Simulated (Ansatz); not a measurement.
Amorphous Si₂₇N₄₀B₄, 71 atoms at 2.86 g/cm³, one PBE-relaxed geometry, zone centre. Methods: PBE, scalar-relativistic without spin-orbit coupling (Ansatz, a quantum-chemistry and plane-wave program); r2SCAN, scalar-relativistic without spin-orbit coupling (Ansatz); HSE06, scalar-relativistic without spin-orbit coupling (Ansatz). Plane waves to 420 eV (r2SCAN 500 eV); exact exchange is cut at the cell's faces. At PBE the levels at the filled edge of the gap are localised (band-tail or defect states), and the nearest spread-out levels lie 3.1 eV apart at the zone centre. The higher rungs were started with moments on some atoms, which died out.

Preparation: random packing, a CHGNet melt and quench, and a DFT relaxation. N atoms were pushed apart under 1.9 Å during the dynamics, to hinder bonds among them. The hot cell started wider than the set density and was brought back towards it in steps. It is the lowest in DFT energy of 2 quenches. It is a model cell: composition and starting density were chosen by hand, and all elements were melted together. No dispersion term was used. Its density started from a set value of 2.89 and ended at 2.86 g/cm³. Cooling (nominally 300 K/ps over its main leg) ran many orders faster than in experiment, which tends to leave more defects and strain. Values belong to this one cell and scatter from quench to quench. Volume and shape were free in the relaxation.

The relaxation ran on the zone centre alone. At PBE the level gap is 2.71 eV on a 2×2×2 Γ-centred mesh, and the spacing at the zone centre alone 2.73 eV.

Q: What zone-centre spacing does r2SCAN give, roughly?

A: 3.18 eV (+0.46 eV against PBE).

Q: What zone-centre spacing does HSE06 give, roughly?

A: 4.11 eV (+1.38 eV against PBE).

The highest filled and the lowest empty state spread over these numbers of atoms (participation numbers): PBE: 5.0 and 37.2; r2SCAN: 4.9 and 40.6; HSE06: 5.0 and 36.1.
